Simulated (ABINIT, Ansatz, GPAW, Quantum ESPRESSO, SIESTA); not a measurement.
Al2Au (Fm-3m, 3 atoms in the cell) computed with different codes at matched settings

Self-consistent single point.

```yaml
crystal:
  lattice:
    - [0.00000, 3.02966, 3.02966]
    - [3.02966, 0.00000, 3.02966]
    - [3.02966, 3.02966, 0.00000]
  atoms:
    - { symbol: Al, position: [0.25000, 0.25000, 0.25000] }
    - { symbol: Al, position: [0.75000, 0.75000, 0.75000] }
    - { symbol: Au, position: [0.00000, 0.00000, 0.00000] }
```

Shared settings, as Ansatz (an electronic-structure program) writes them: kpoints.mp_grid.grid = 4 4 4; scf.occupations.method = fermi_dirac; scf.occupations.width = 0.1 eV. Potentials and cutoffs stand in the table.

```csv
code,model,pressure (GPa),cutoff
SIESTA,"GGA PBE, numerical atomic orbitals DZP, PseudoDojo PBE standard norm-conserving potentials (rewritten from UPF to PSML)",-0.38,grid 400 Ry
GPAW,"PBE, GPAW PAW datasets PBE (gpaw-data 1.0.1)",-0.40,600 eV
Ansatz,"PBE, default PAW files",-0.78,default
Quantum ESPRESSO,"PBE, PseudoDojo standard norm-conserving (PBE) pseudopotentials",-0.92,80 Ry
ABINIT,"PBE, PAW (JTH v2.0 PBE PAW)",-0.90,52 Ry
```

On Ansatz's run: spin-orbit coupling is off.

The spread over the programs that give each value: pressure within 0.54 GPa.

SIESTA uses small atom-centred bases, whose incompleteness enters pressures, forces and empty levels differently from a plane-wave cutoff. Ansatz's pressure is given at a fixed set of plane waves, as the other plane-wave codes print theirs; with its correction for the finite basis it is -0.74 GPa.

On the base mesh (6 6 6) the same programs gave: Ansatz pressure 0.18 GPa; Quantum ESPRESSO pressure 0.04 GPa; ABINIT pressure 0.07 GPa; GPAW pressure 0.56 GPa; SIESTA pressure 0.52 GPa.

The values differ from the base mesh's, so the mesh still matters here: the table compares the programs at equal settings.

The starting cell comes from a database of computed structures (which also holds hypothetical and non-ambient phases and stackings), without a prior relaxation at this level. Its lattice was rescaled by a random factor within 2.5 % of one.

Left out of this page: CP2K (on another mesh).

Keys are those of Ansatz 0.2.
